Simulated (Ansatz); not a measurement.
BC5 (I-4m2, No. 119, 6 atoms in the cell; start mp-1077125) was calculated with LDA (PAW; Ansatz, an electronic-structure program).

Run with plane-wave cutoff 520 eV, 30×30×30 k mesh, Fermi–Dirac smearing 0.05 eV, scalar-relativistic PAW data made under PBE.

Cell (relaxed at this level):

```cif
data_C5B
_chemical_formula_sum 'B1 C5'
_space_group_name_H-M_alt 'P 1'
_space_group_IT_number 1
_cell_length_a 5.91028
_cell_length_b 5.91028
_cell_length_c 5.91028
_cell_angle_alpha 155.736
_cell_angle_beta 155.736
_cell_angle_gamma 34.582
loop_
_space_group_symop_operation_xyz
  'x, y, z'
loop_
_atom_site_label
_atom_site_type_symbol
_atom_site_fract_x
_atom_site_fract_y
_atom_site_fract_z
_atom_site_occupancy
B1 B 0.75000 0.25000 0.50000 1
C1 C 0.84392 0.84392 0.00000 1
C2 C 0.15608 0.15608 0.00000 1
C3 C 0.50000 0.50000 0.00000 1
C4 C 0.41998 0.91998 0.50000 1
C5 C 0.08002 0.58002 0.50000 1
```

**Question.** What does this level give for the bulk modulus?

**Answer.** 
bulk modulus: 407 GPa

The run finds no gap.

Note: the bulk modulus is −V dP/dV from two relaxed cells at ±2 % in volume; the relaxation could not lower the start's symmetry, so the cell can be a saddle point above a distorted one.

A start named mp-… is a Materials Project structure, which need not be a measured phase.
